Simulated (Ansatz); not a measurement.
For LiGeN (P6₃mc, No. 186, 6 atoms in the cell; start mp-1246087), PBEsol in Ansatz (PAW) gives:

- lattice constant a = 2.979 Å
- lattice parameter c = 9.322 Å
- bulk modulus B0 = 72.4 GPa
- cohesive energy = 4.14 eV/atom
- band gap = 1.46 eV

**Question.** What does r²SCAN in Ansatz (plane waves, PAW) give for the same quantities?

**Answer.** 
- lattice constant a: 2.987 Å (increases by 0.3 %)
- lattice parameter c: 9.354 Å (grows by 0.3 %)
- bulk modulus: 74.4 GPa (goes up by 2.8 %)
- cohesive energy: 3.79 eV/atom (shrinks by 0.35 eV/atom)
- band gap: 1.83 eV (goes up by 0.37 eV)

Changes are worked out from the printed values.

Unless a cell is named, each level is at its own relaxed cell (PBEsol 11.94, r²SCAN 12.05 Å³/atom).

Spin–orbit coupling is included only where a level's name says +SOC; with heavier elements it mostly lowers gaps and can invert bands. Density-functional gaps are differences of (generalised) Kohn–Sham levels.

Caveats: the bulk modulus is −V dP/dV from two relaxed cells at ±2 % in volume (PBEsol, r²SCAN); the relaxation could not lower the start's symmetry, so the cell can be a saddle point above a distorted one (PBEsol, r²SCAN). Ansatz's density-functional and Hartree–Fock values are scalar-relativistic unless marked +SOC, with PAW data made under PBE.

A start named mp-… is a Materials Project structure, which need not be a measured phase.

Ansatz is a first-principles code.
